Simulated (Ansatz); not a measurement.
# Several settings converged on CdHgSe₂ (Pmm2, 4 atoms in the cell)

```
CdHgSe2
1.0
    4.34241     0.00000     0.00000
    0.00000     4.34241     0.00000
    0.00000     0.00000     6.12844
Cd Hg Se
1 1 2
Direct
  0.50000   0.50000   0.50816
  0.00000   0.00000   0.00000
  0.00000   0.50000   0.25301
  0.50000   0.00000   0.74699
```

Base method: LDA (PW92), default PAW files made with PBE (plane waves; Ansatz, a quantum-chemistry and plane-wave program).

Base settings: basis.ecutwfc = 420 eV; kpoints.mp_grid.grid = 5 5 3; hamiltonian.xc = lda; hamiltonian.pseudopotentials = {kind: paw} (the program's default PAW files); scf.occupations.method = gaussian; scf.occupations.width = 0.1 eV.

The count of work is k-points × plane waves × bands × iterations; it is no time. 

**The cutoff for other potential files**

Level: DFT, LDA (PW92), plane waves, harder PAW files (source: ansatz) made with PBE.

In this ladder: hamiltonian.pseudopotentials = {kind: paw, source: ansatz}.

The second cell is the first with its lattice scaled by 0.98.

The mesh stays at the base's, so the ladder's end is converged at best in this setting alone.

The first pressure column holds Ansatz's estimate of the finite-basis (Pulay) stress, which hides part of the cutoff error; the other is without it.

Only quantities that move along the ladder and can be compared are tabulated.

```tsv
basis.ecutwfc	free energy less the last step's (meV/atom)	energy of the compressed cell less the first (meV/atom)	pressure (GPa)	pressure without the Pulay estimate (GPa)	largest difference of a force vector from the last step's (eV/Å)	count of work / last
310 eV	5128.49	24.10	-3.34	-141.62	0.144	0.096
380 eV	932.39	-21.29	-2.72	-35.88	0.035	0.14
485 eV	58.23	-9.94	-2.48	-5.35	0.001	0.21
585 eV	3.66	-10.20	-2.47	-2.67	0.000	0.27
690 eV	0.75	-10.21	-2.47	-2.48	0.000	0.35
830 eV	0.30	-10.21	-2.47	-2.48	0.000	0.46
1035 eV	0.12	-10.21	-2.47	-2.47	0.000	0.65
1380 eV	0.00	-10.21	-2.47	-2.47	0.000	1.0
```

Coarsest basis.ecutwfc that holds the energy of the compressed cell less the first within 2 meV/atom of the last step, with all finer ones: 485 eV, at 0.21 of the last step's count of work; the step before is off by 11 meV/atom.

Coarsest basis.ecutwfc that holds the pressure within 0.05 GPa of the last step, with all finer ones: 485 eV, at 0.21 of the last step's count of work; the step before is off by 0.25 GPa.

Coarsest basis.ecutwfc that holds the free energy within 5 meV/atom of the last step, with all finer ones: 585 eV, at 0.27 of the last step's count of work; the step before is off by 58 meV/atom.

The energy difference between the two cells stays within 1 meV/atom of the last step's from 485 eV on, the total only from 690 eV on: much of the error is common to both cells and cancels.

At the lowest cutoff the pressure without the Pulay estimate lies 139 GPa under the last step's, the usual sign of Pulay stress in an incomplete plane-wave basis.

**The density cutoff**

The mesh stays at the base's, so the ladder's end is converged at best in this setting alone.

Only quantities that move along the ladder and can be compared are tabulated.

| basis.ecutrho_ratio | free energy less the last step's (meV/atom) | pressure (GPa) |
|---|---|---|
| 2 | -2.33 | -2.38 |
| 3 | -0.04 | -2.48 |
| 4 | -0.01 | -2.48 |
| 5 | 0.00 | -2.48 |
| 6 | 0.00 | -2.48 |
| 8 | 0.00 | -2.48 |
| 10 | 0.00 | -2.48 |
| 12 | 0.00 | -2.48 |
| 16 | 0.00 | -2.48 |

Coarsest basis.ecutrho_ratio that holds the pressure within 0.05 GPa of the last step, with all finer ones: 3; the step before is off by 0.10 GPa.

Coarsest basis.ecutrho_ratio that holds the free energy within 1 meV/atom of the last step, with all finer ones: 3; the step before is off by 2.3 meV/atom.

**The relaxed cell against the cutoff**

On CdHgSe2 (P-4m2, 4 atoms in the cell): atoms on their sites.

In this ladder: relax = cell and atoms.

The mesh stays at the base's, so the ladder's end is converged at best in this setting alone.

Only quantities that move along the ladder and can be compared are tabulated.

| basis.ecutwfc | relaxed volume (Å³/atom) | relaxation steps |
|---|---|---|
| 210 eV | 28.065 | 53 |
| 250 eV | 27.263 | 42 |
| 295 eV | 27.587 | 15 |
| 355 eV | 27.514 | 7 |
| 420 eV | 27.510 | 5 |
| 505 eV | 27.511 | 5 |
| 630 eV | 27.510 | 5 |
| 840 eV | 27.509 | 5 |

Coarsest basis.ecutwfc that holds the relaxed volume within 0.028 Å³/atom of the last step, with all finer ones: 355 eV; the step before is off by 0.077 Å³/atom.

At the lowest cutoff the cell relaxes to a volume 2.0 % larger than at the highest. Ansatz relaxes on a stress corrected for the finite basis.

On the base run: the starting cell comes from a database of computed structures (which also holds hypothetical and non-ambient phases and stackings), without a prior relaxation at this level. Its lattice was rescaled by up to half a per cent. One atom was moved a little off its site on purpose. The run gives no clean gap (levels at the Fermi energy touch, overlap or are partly filled at this smearing), which alone does not show that the compound is a metal. Without a gap this mesh is coarse (it stands for a supercell whose shortest vector is 18 Å).

Keys are those of Ansatz 0.2.
